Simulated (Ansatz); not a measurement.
Levels about the gap of amorphous In₂₄O₃₇Ba (62 atoms in a cell of 891 Å³, 6.49 g/cm³; zone centre alone, so wide bands show as single levels with stretches between that a denser mesh fills), at the geometry that PBE relaxed, where it gives -1.2 GPa on a denser mesh. The participation number counts the atoms over which a state spreads; weights are charges in smoothed Voronoi cells. The levels come from a single point, so bond lengths are those of that geometry. Method of the levels: PBE, scalar-relativistic without spin-orbit coupling (Ansatz, a program for electronic structure). Sampling: the zone centre alone; Fermi-Dirac width 0.02 eV; no spin polarisation. At PBE the levels at the filled edge of the gap are localised (band-tail or defect states).

Preparation: random packing, a CHGNet melt and quench, and a DFT relaxation. O atoms were pushed apart under 1.9 Å during the dynamics, to hinder bonds among them. The hot cell started wider than the set density and was brought back towards it in steps. It is the lowest in DFT energy of 2 quenches. It is a model cell: composition and starting density were chosen by hand, and all elements were melted together. No dispersion term was used. Its density started from a set value of 6.49 and ended at 6.49 g/cm³. The simulated quench (nominally 280 K/ps over its main leg) is rapid and tends to freeze in more defects than a deposited or slowly cooled glass has. Values belong to this one cell and scatter from quench to quench. The volume was held where the preparation left it and the shape relaxed, at a PBE pressure of -1.2 GPa (tension). Stress components on the final sampling reach 1.3 GPa. On a 2×2×2 Γ-centred mesh force components of up to 0.13 eV/Å stay, since the relaxation ran on the zone centre alone.

```json
[
 {"E - E(highest filled), eV": "-0.26", "filling": "filled", "participation number": "13.5", "largest on": "O, 4 neighbours", "weight O": "0.93", "weight In": "0.06", "weight Ba": "0.01"},
 {"E - E(highest filled), eV": "-0.21", "filling": "filled", "participation number": "16.0", "largest on": "O, 4 neighbours", "weight O": "0.95", "weight In": "0.05", "weight Ba": "0.00"},
 {"E - E(highest filled), eV": "-0.17", "filling": "filled", "participation number": "17.7", "largest on": "O, 3 neighbours", "weight O": "0.94", "weight In": "0.06", "weight Ba": "0.00"},
 {"E - E(highest filled), eV": "-0.13", "filling": "filled", "participation number": "17.4", "largest on": "O, 4 neighbours", "weight O": "0.94", "weight In": "0.06", "weight Ba": "0.00"},
 {"E - E(highest filled), eV": "-0.10", "filling": "filled", "participation number": "9.9", "largest on": "O, 3 neighbours", "weight O": "0.96", "weight In": "0.04", "weight Ba": "0.00"},
 {"E - E(highest filled), eV": "-0.04", "filling": "filled", "participation number": "6.8", "largest on": "O, 3 neighbours", "weight O": "0.95", "weight In": "0.05", "weight Ba": "0.00"},
 {"E - E(highest filled), eV": "0.00", "filling": "filled", "participation number": "5.8", "largest on": "O, 3 neighbours", "weight O": "0.95", "weight In": "0.04", "weight Ba": "0.00"},
 {"E - E(highest filled), eV": "0.54", "filling": "empty", "participation number": "58.7", "largest on": "In, 4 neighbours", "weight O": "0.56", "weight In": "0.44", "weight Ba": "0.01"},
 {"E - E(highest filled), eV": "3.40", "filling": "empty", "participation number": "24.1", "largest on": "In, 4 neighbours", "weight O": "0.61", "weight In": "0.38", "weight Ba": "0.00"},
 {"E - E(highest filled), eV": "3.54", "filling": "empty", "participation number": "38.1", "largest on": "In, 5 neighbours", "weight O": "0.62", "weight In": "0.38", "weight Ba": "0.00"},
 {"E - E(highest filled), eV": "3.70", "filling": "empty", "participation number": "46.1", "largest on": "In, 6 neighbours", "weight O": "0.62", "weight In": "0.38", "weight Ba": "0.00"},
 {"E - E(highest filled), eV": "3.71", "filling": "empty", "participation number": "43.6", "largest on": "In, 6 neighbours", "weight O": "0.63", "weight In": "0.37", "weight Ba": "0.00"},
 {"E - E(highest filled), eV": "3.87", "filling": "empty", "participation number": "40.2", "largest on": "In, 6 neighbours", "weight O": "0.62", "weight In": "0.37", "weight Ba": "0.00"},
 {"E - E(highest filled), eV": "3.98", "filling": "empty", "participation number": "39.8", "largest on": "In, 6 neighbours", "weight O": "0.61", "weight In": "0.38", "weight Ba": "0.01"}
]
```

Most localised among these is the filled level at +0.00 eV, on a O atom, which has 3 neighbours (In 2.15 Å, In 2.16 Å, In 2.25 Å).
